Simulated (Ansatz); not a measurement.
Base system: MgO in the rock salt structure (space group Fm-3m, No. 225; a = 4.254 Å). Axes: x, y, z lie along the cube axes.

The values are results of PBE (Ansatz, a first-principles code, PAW, scalar-relativistic without spin-orbit coupling), not measurements.

Now apply this change: an isotropic linear strain of +3.00 %; the atoms relax in the strained cell.

Q: Predict the stress tensor and what it implies for the stiffness.

A: Stress of the strained cell less that of the base (GPa, compression positive):
```
 -11.02    0.00    0.00
   0.00  -11.02    0.00
   0.00    0.00  -11.02
```

Then B = −ΔP/(ΔV/V₀) with ΔV/V₀ = 0.0927 gives secant stiffness values (nonlinear terms included at this strain): B ≈ 119 GPa.

As a check, the harmonic strain energy −½ V₀ Δσ:ε is 30 meV/atom; the computed energy rise is 33 meV/atom.

Stability against distortions was not tested.
